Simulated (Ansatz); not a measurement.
Output of an Ansatz run (abridged):

```
WARN ansatz: RAYON_NUM_THREADS=1 ignored (pool sized by the plan → 1); use --threads N
Pseudopotentials: kind: paw
Pseudopotential: Ga, paw, valence charge 13
Crystal: 8 atoms, lattice volume = 381.932 Å³
Basis set: ecut = 420.4159175005146 eV, 7513 PW (Γ), exchange–correlation on 60×108×300 points (8 copies of the dense FFT grid, shifted against one another)
Bands: 63, of which v1, the nominal top of the filled ones, is band 52 counted from 1 (51 counted from 0)
Symmetry: 4 space group operations
Space group: C2/m (ITA 12), of the structure as read, at distance tolerance 7.3e-5 Å
k-points: 16 of 49
PAW frozen core: Ga, regenerated for the run's functional, and the local potential with it
Initial density: superposition of atomic densities (neutral atoms: chi_scale 0, normalization atom), corrected by the library's trained network
Initial wavefunctions: pseudopotential atomic-orbital guess
Eigensolver: davidson
Functional: x = pbesol(κ = 0.804, μ = 0.12345679012345678), c = pbesol(β = 0.046)
SCF iter   1: F=—  HF=-29943.133050 eV  |F-HF|=—  |Δ(HF+E_count)|=         —  Δρ=1.92e-3  dr2=1.52e-2  ethr=1.77e-3  ⟨swp⟩=7.1  Hψ=3720  notcnv=0  defer=4
all-band conjugate gradients solve this SCF's bands
preconditioner: auto → LDOS
SCF iter   2: F=—  HF=-29943.128240 eV  |F-HF|=—  |Δ(HF+E_count)|=   4.81e-3  Δρ=1.22e-3  dr2=7.31e-3  ethr=1.46e-5  ⟨swp⟩=2.2  Hψ=2072  notcnv=0  defer=54
SCF iter   3: F=—  HF=-29943.124466 eV  |F-HF|=—  |Δ(HF+E_count)|=   3.77e-3  Δρ=5.32e-4  dr2=6.60e-4  ethr=7.03e-6  ⟨swp⟩=2.0  Hψ=1763  notcnv=0  defer=54
SCF iter   4: F=—  HF=-29943.124105 eV  |F-HF|=—  |Δ(HF+E_count)|=   3.61e-4  Δρ=8.28e-5  dr2=4.53e-5  ethr=6.35e-7  ⟨swp⟩=2.0  Hψ=1763  notcnv=0  defer=54
SCF iter   5: F=—  HF=-29943.124169 eV  |F-HF|=—  |Δ(HF+E_count)|=   6.36e-5  Δρ=1.71e-5  dr2=1.36e-6  ethr=4.35e-8  ⟨swp⟩=2.1  Hψ=1766  notcnv=0  defer=54
SCF iter   6: F=—  HF=-29943.124171 eV  |F-HF|=—  |Δ(HF+E_count)|=   2.15e-6  Δρ=6.26e-6  dr2=1.76e-7  ethr=1.31e-9  ⟨swp⟩=2.2  Hψ=1688  notcnv=0  defer=54
SCF iter   7: F=-29943.124171 eV  HF=-29943.124171 eV  |F-HF|=6.81e-9  |Δ(HF+E_count)|=   2.22e-7  Δρ=2.30e-6  dr2=1.73e-8  ethr=9.62e-11  ⟨swp⟩=12.2  Hψ=5226  notcnv=0
SCF 1 converged in 7 iterations: F = -29943.124171 eV  dr2 = 1.73e-8
SCF converged after 7 iterations
Free energy (F): -29943.124171 eV
Harris-Foulkes:  -29943.124171 eV  (|F-HF|=6.81e-9)
Internal energy: -29943.114831 eV  (E = F + TS)
E sigma→0 (E₀):  -29943.119501 eV
Entropy (-TS):   -0.009340 eV (-1.168 meV/atom)
Fermi energy:    1.018958 eV
--- Per-component energies (eV) ---
  E_band       = -1166.526502
  E_kinetic    = 917.991826
  E_local      = -89026.938893  (includes V_loc(G=0)·N_el)
  E_nonlocal   = 3385.239656
  E_hartree    = 43631.300519
  E_xc         = -548.120728
  E_vxc        = -463.041548  (∫ρ·V_xc dr)
  E_paw        = -15567.946740  (= ΣΔE_a)
  E_vpaw       = -3242.380622  (= ΣTr[D̂ρ^β])
  E_aug_tail   = -0.000890  (compensation charges beyond the density's cutoff)
  E_ewald      = 27258.456597
  E_core_change = 6.903823  (= ΣΔE_core)
  E_smearing   = -0.009340  (= −TS)
  E_closure    = 0.000000  (closes the sum)
  Σ components = -29943.124171   (vs F -29943.124171, Δ=0.00e0)
--- Forces (eV/Å), atoms counted from 1 ---
  atom   1  Ga     0.01752068    -0.01033857     0.17163477
  atom   2  Ga    -0.34421804     0.20311557    -0.32458059
  atom   3  Ga     0.25550317    -0.15076686     0.09718245
  atom   4  Ga     0.24074058    -0.14205577    -0.03913551
  atom   5  Ga    -0.24074058     0.14205577     0.03913551
  atom   6  Ga    -0.25550317     0.15076686    -0.09718245
  atom   7  Ga     0.34421804    -0.20311557     0.32458059
  atom   8  Ga    -0.01752068     0.01033857    -0.17163477
  max |Σ_I F_I| component: 1.39e-17 eV/Å
--- Stress (GPa, compression-positive) ---
       -0.890661      -0.750206      -0.490542
       -0.750206      -1.719347       0.289458
       -0.490543       0.289458       0.642613
  P = ⅓ Tr σ = -0.6558 GPa (-6.558 kbar)
  The stress holds the Pulay correction. Without it, at fixed plane waves, as pw.x and ABINIT print it: P = -0.6706 GPa
--- Band table (eV; the first three rows and the last of 16) ---
  k-point 0: bands = ["-13.9210", "-13.9060", "-13.8916", "-13.8691", "-13.8615", "-13.8342", "-13.8232", "-13.8172", "-13.7878", "-13.7708", "-13.7569", "-13.7476", "-13.7360", "-13.7208", "-13.7208", "-13.7071", "-13.6874", "-13.6869", "-13.6861", [...]
  k-point 1: bands = ["-13.9304", "-13.9045", "-13.8949", "-13.8699", "-13.8627", "-13.8356", "-13.8233", "-13.8075", "-13.7871", "-13.7844", "-13.7523", "-13.7498", "-13.7369", "-13.7263", "-13.7184", "-13.7018", "-13.6932", "-13.6852", "-13.6766", [...]
  k-point 2: bands = ["-13.9407", "-13.9065", "-13.8855", "-13.8749", "-13.8689", "-13.8437", "-13.8121", "-13.8076", "-13.8019", "-13.7779", "-13.7665", "-13.7619", "-13.7439", "-13.7341", "-13.7262", "-13.7035", "-13.6952", "-13.6896", "-13.6787", [...]
  k-point 15: bands = ["-13.9758", "-13.9213", "-13.8994", "-13.8800", "-13.8740", "-13.8455", "-13.8339", "-13.8076", "-13.7975", "-13.7937", "-13.7870", "-13.7590", "-13.7385", "-13.7315", "-13.7137", "-13.7104", "-13.7037", "-13.6960", [...]
```

The structure:

```xyz
8
Lattice="4.4248 0.0000 0.0000 -6.5641 3.8733 0.0000 0.0000 0.0000 22.2845" Properties=species:S:1:pos:R:3 pbc="T T T"
Ga    -5.5473     3.2734    10.7772
Ga    -4.2988     2.5367     8.5235
Ga    -2.2653     1.3367     9.2537
Ga    -1.0168     0.6000     7.0000
Ga    -5.5473     3.2734    15.2845
Ga    -4.2988     2.5367    13.0308
Ga    -2.2653     1.3367    13.7610
Ga    -1.0168     0.6000    11.5073
```

Problem. What input produced this log?

Solution. Other spellings and defaults could give the same log, and not every line can be read from it. The input that was run (DFT, PBEsol, plane waves, default PAW files made with PBE):

Ansatz 0.2 input:
```yaml
# Ga
crystal:
  lattice:
    - [4.42484200, 0.00000000, 0.00000000]
    - [-6.56411100, 3.87334000, 0.00000000]
    - [0.00000000, 0.00000000, 22.28448600]
  atoms:
    - { symbol: Ga, position: [0.00000000, 0.84510000, 0.48361900] }
    - { symbol: Ga, position: [0.00000000, 0.65490000, 0.38248600] }
    - { symbol: Ga, position: [0.00000000, 0.34510000, 0.41525300] }
    - { symbol: Ga, position: [0.00000000, 0.15490000, 0.31412000] }
    - { symbol: Ga, position: [0.00000000, 0.84510000, 0.68588000] }
    - { symbol: Ga, position: [0.00000000, 0.65490000, 0.58474700] }
    - { symbol: Ga, position: [0.00000000, 0.34510000, 0.61751400] }
    - { symbol: Ga, position: [0.00000000, 0.15490000, 0.51638100] }
basis:
  ecutwfc: 30.9 Ry
kpoints:
  mp_grid:
    grid: [7, 7, 1]
hamiltonian:
  xc: pbesol
  pseudopotentials:
    kind: paw
scf:
  occupations:
    method: gaussian
    width: 0.0073 Ry
output:
  forces: true
  eigenvalues: true
  stress: true
```

The starting cell has typed, rounded lattice constants, without a prior relaxation at this level. The slab is cut from that crystal, and its faces are unrelaxed. Its lattice was rescaled by up to half a per cent.

Ansatz is an electronic-structure program.
